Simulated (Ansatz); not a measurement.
Seebeck coefficient (μV/K, mean over directions) of p-type AlN (P6_3mc) against carrier density, HSE06, rigid bands (Ansatz, a quantum-chemistry and plane-wave program). Computed gap 5.54 eV; densities at which minority carriers matter at this gap, or further valleys turn the trend, are left out. Conductivity mass 0.94 mₑ (harmonic mean over directions), N_v = 5.3e19 cm⁻³ at 300 K.

```csv
hole density,300 K,500 K
1e16 cm⁻³,957,(withheld)
1e17 cm⁻³,759,837
1e18 cm⁻³,560,638
3e18 cm⁻³,(withheld),544
1e19 cm⁻³,363,441
3e19 cm⁻³,272,(withheld)
1e20 cm⁻³,179,250
3e20 cm⁻³,108,172
1e21 cm⁻³,64,116
```

Q: Some entries are withheld; supply them.

A: 
- 1e16 cm⁻³, 500 K: 1035
- 3e18 cm⁻³, 300 K: 466
- 3e19 cm⁻³, 500 K: 348

Rigid bands with a gap fixed in temperature, one relaxation time for all states, no polarons or phonon drag, and whether or not such doping can be reached. Spin-orbit coupling is left out; where it splits the top of the valence band, N_v and the p-type Seebeck coefficient come out somewhat high without it. Geometry: cell and atoms relaxed with PBEsol.
